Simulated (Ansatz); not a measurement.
## MoS2: energy against strain

MoS2 (2H layered, P6_3/mmc, 16.336 Å³/atom at rest, c along z) under a strain ε along c (axis z), the other axes held. PBEsol-D3(BJ) in Ansatz, a plane-wave DFT program (PAW, default set), 420 eV, 12×12×3 Γ-centred mesh, Fermi-Dirac smearing 0.05 eV; ions are relaxed within the symmetry of each cell.

Here s stands for strain and y for E less E0.

```csv
strain (%),E less E0 (meV/atom)
-1.20,0.77
-0.60,0.18
0.00,0.00
0.60,0.18
1.20,0.68
3.00,?
```

The 5 complete rows are fitted with a parabola, y against s. Least squares gives y = -0.001 - 0.0300·s + 0.5040·s². Residuals (row less fit): 0.009, -0.018, 0.001, 0.018, -0.009; standard error 0.020 (degrees of freedom: 2). Twice the quadratic coefficient over the volume, 2 × 0.5040 meV × 10⁴ × 0.1602 / 16.336 Å³, is the elastic constant C33 = 99 ± 3 GPa.

Question: What does the fit predict for y at s = 3.00, and how far is the calculated value from it?

Answer: y = -0.001 - 0.0300 × 3.0 + 0.5040 × 3.0² = 4.445 meV/atom. The calculation gives 3.77 meV/atom, 0.675 meV/atom below the prediction (17.9 % of the range of y in the table). The row lies outside the fitted rows, so this is an extrapolation. From the scatter of the fitted rows alone, a prediction at this place has a standard error of 0.130 meV/atom, so the miss is 5.2 times that.

One order more, fitted to all 11 runs of the series, follows each within 0.01, so the miss is the next term of a smooth law. Rows are the converged runs of the series near zero and its far end; series whose fitted rows scatter by over a few per cent of the range, as at a crossing or softening among them, aren't shown in this form. Most that stay on the fit to the last digits aren't either.
